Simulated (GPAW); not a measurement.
GPAW 25.7.0, DFT, PBE, plane waves, PAW datasets of gpaw-data 1.0.1: Te (from the phase in space group 152, mp-19), 3 atoms. Basis and mesh were picked for this test and aren't claimed converged.

- cell: 4.60, 4.60, 5.90 Å; 90, 90, 120°
- task: scf
- mode.name: pw
- mode.ecut: 350 eV
- xc: PBE
- k mesh: 6×6×4
- kpts.gamma: true
- occupations.name: fermi-dirac
- occupations.width: 0.02 eV
- convergence.density (electrons an electron): 1e-05
- maxiter: 150
- parallel.kpt: 2
- parallel.band: 1
- parallel.domain: 1
- parallel.sl_auto: false
- parallel.augment_grids: true
- eigensolver.name: dav (default)
- eigensolver.niter: 2 (default)
- mixer.method: separate (default)
- convergence.eigenstates (eV² an electron): 4e-08 (default)
- convergence.energy (eV an electron): 0.0005 (default)
- k-points after symmetry: 76
- bands: 12
- electrons: 18
- plane waves: 1620
- coarse grid: 20*20*27
- symmetry operations: 1

One run each.

All on 2 ranks. Base settings, kept where nothing else is said: mixer.beta = 0.05 (default), mixer.nmaxold = 5 (default), mixer.weight = 50 (default), mixer.backend = pulay (default). The settings tried:
- mixer.backend = broyden
- mixer.beta = 0.1, mixer.nmaxold = 1
- mixer.beta = 0.6, mixer.nmaxold = 8, mixer.weight = 1
- mixer.beta = 0.1, mixer.nmaxold = 3, mixer.weight = 1
- mixer.beta = 0.02, mixer.weight = 100
- mixer.beta = 0.2, mixer.nmaxold = 8, mixer.weight = 10
- mixer.beta = 0.3, mixer.nmaxold = 3, mixer.weight = 1
- the base settings
- mixer.beta = 0.2
- mixer.beta = 0.2, mixer.backend = broyden
- mixer.beta = 0.1
- mixer.nmaxold = 16, mixer.weight = 100
- mixer.beta = 0.2, mixer.backend = fft
- mixer.beta = 0.4, mixer.nmaxold = 8, mixer.weight = 1

Task: Predict which of these converge in the fewest SCF iterations.

Result: Fewest SCF iterations, with those close behind: mixer.beta = 0.4, mixer.nmaxold = 8, mixer.weight = 1 (11); mixer.beta = 0.6, mixer.nmaxold = 8, mixer.weight = 1 (12); mixer.beta = 0.2, mixer.backend = fft (13); mixer.beta = 0.3, mixer.nmaxold = 3, mixer.weight = 1 (13); mixer.beta = 0.2 (14); mixer.beta = 0.2, mixer.nmaxold = 8, mixer.weight = 10 (14). Most among those that reach the base run's result: mixer.beta = 0.1, mixer.nmaxold = 1 (85). All converged.

```
setting                                                 SCF iterations        end
------------------------------------------------------  --------------  ---------
mixer.beta = 0.4, mixer.nmaxold = 8, mixer.weight = 1               11  converged
mixer.beta = 0.6, mixer.nmaxold = 8, mixer.weight = 1               12  converged
mixer.beta = 0.2, mixer.backend = fft                               13  converged
mixer.beta = 0.3, mixer.nmaxold = 3, mixer.weight = 1               13  converged
mixer.beta = 0.2                                                    14  converged
mixer.beta = 0.2, mixer.nmaxold = 8, mixer.weight = 10              14  converged
mixer.nmaxold = 16, mixer.weight = 100                              16  converged
mixer.beta = 0.2, mixer.backend = broyden                           17  converged
mixer.beta = 0.1                                                    20  converged
mixer.beta = 0.1, mixer.nmaxold = 3, mixer.weight = 1               20  converged
the base settings                                                   28  converged
mixer.beta = 0.02, mixer.weight = 100                               28  converged
mixer.backend = broyden                                             31  converged
mixer.beta = 0.1, mixer.nmaxold = 1                                 85  converged
```
